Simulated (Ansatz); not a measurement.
# Hypothetical Fm-3m WSe2 under a change: Se → Ge

Consider WSe2 (space group Fm-3m, No. 225; a = 6.119 Å; a hypothetical phase, not in the database extracts checked).

One thing is altered: every Se is replaced by Ge; the structure is relaxed again.

The values are results of Ansatz (a quantum-chemistry and plane-wave program) PBEsol, no spin-orbit coupling, not measurements. k-mesh 13×13×13 (Γ-centred); smearing 0.05 eV (Fermi–Dirac).

```
quantity                   base     changed        shift
-------------------  ----------  ----------  -----------
volume per atom        19.09 Å³    18.44 Å³     -0.65 Å³
density              9.91 g/cm³  9.88 g/cm³  -0.03 g/cm³
lattice parameter a     6.119 Å     6.048 Å    -0.0702 Å
band gap                   zero        zero            –
```

Final structure:

```yaml
crystal:
  lattice:
    - [0.00000, 3.02420, 3.02420]
    - [3.02420, 0.00000, 3.02420]
    - [3.02420, 3.02420, 0.00000]
  atoms:
    - { symbol: W, position: [0.00000, 0.00000, 0.00000] }
    - { symbol: Ge, position: [0.25000, 0.25000, 0.25000] }
    - { symbol: Ge, position: [0.75000, 0.75000, 0.75000] }
```

Cost of the whole job for the changed cell (relaxation, final SCF and bands): roughly 30 core-seconds.

Whether these cells are dynamically stable was not tested. As relaxed here, WGe2 is a hypothetical phase, not in the database extracts checked. The final runs are not spin-polarised. WGe2 and WSe2 have a high density of states at the Fermi level and may be magnetic at this level.
